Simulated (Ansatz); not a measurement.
# Sr3AsN in the anti-perovskite structure (space group Pm-3m, No. 221; a cell from a computed database, its experimental status unchecked)

```cif
data_AsNSr3
_chemical_formula_sum 'Sr3 As1 N1'
_space_group_name_H-M_alt 'P 1'
_space_group_IT_number 1
_cell_length_a 5.04128
_cell_length_b 5.04128
_cell_length_c 5.04128
_cell_angle_alpha 90.000
_cell_angle_beta 90.000
_cell_angle_gamma 90.000
loop_
_space_group_symop_operation_xyz
  'x, y, z'
loop_
_atom_site_label
_atom_site_type_symbol
_atom_site_fract_x
_atom_site_fract_y
_atom_site_fract_z
_atom_site_occupancy
Sr1 Sr 0.00000 0.50000 0.50000 1
Sr2 Sr 0.50000 0.00000 0.50000 1
Sr3 Sr 0.50000 0.50000 0.00000 1
As1 As 0.00000 0.00000 0.00000 1
N1 N 0.50000 0.50000 0.50000 1
```

The values are results of Ansatz (an electronic-structure program) PBEsol, spin-orbit coupling left out, not measurements. k-mesh 7×7×7 (Γ-centred); smearing 0.05 eV (Fermi–Dirac).

```json
{
  "volume_per_atom": "25.62 Å³",
  "density": "4.56 g/cm³",
  "band_gap": "0.38 eV, direct at Γ",
  "Electron mass (degenerate bands, along [100])": "0.15, 0.66 mₑ",
  "Hole mass (degenerate bands, along [100])": "0.094, 0.47, 0.47 mₑ",
  "Lowest conduction-band minima above the VBM": "Γ 0.38 eV",
  "total_energy": "-3134.561 eV/atom (σ→0; compares only within this code and set-up)"
}
```

Effective masses come from finite differences of ±0.01 Å⁻¹. Stability against distortions was not tested.
